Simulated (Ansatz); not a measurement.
# Pt, response to strain

The parent structure is Pt in the fcc (Cu type) structure (space group Fm-3m, No. 225; a = 3.9418 Å; relaxed with 0.1 eV smearing).

Strains are applied to the cell and any free atomic positions relax.

All numbers come from r2SCAN (Ansatz, a program for electronic structure; PAW; 500 eV plane waves; spin-orbit coupling left out).

Notes on the quantities. energy relative to the base: free energy F.

```csv
case,pressure,energy relative to the base,volume per atom
base,0.0 GPa,0 meV/atom,15.31 Å³
isotropic strain +0.50 %,-3.9 GPa,+2.8 meV/atom,15.54 Å³
isotropic strain +1.00 %,-7.4 GPa,+11 meV/atom,15.78 Å³
isotropic strain +1.50 %,-10.7 GPa,+24 meV/atom,16.01 Å³
isotropic strain +2.00 %,-13.6 GPa,+42 meV/atom,16.25 Å³
isotropic strain +2.50 %,…,…,16.49 Å³
isotropic strain +3.00 %,-18.7 GPa,+91 meV/atom,16.73 Å³
```

### Question
Complete the table.

### Answer

- isotropic strain +2.50 %, pressure: -16.3 GPa
- isotropic strain +2.50 %, energy relative to the base: +65 meV/atom

No phonon test of stability was made. All final runs are without spin polarisation. Pt lies near a magnetic instability that expansion can trigger; it was not tested.
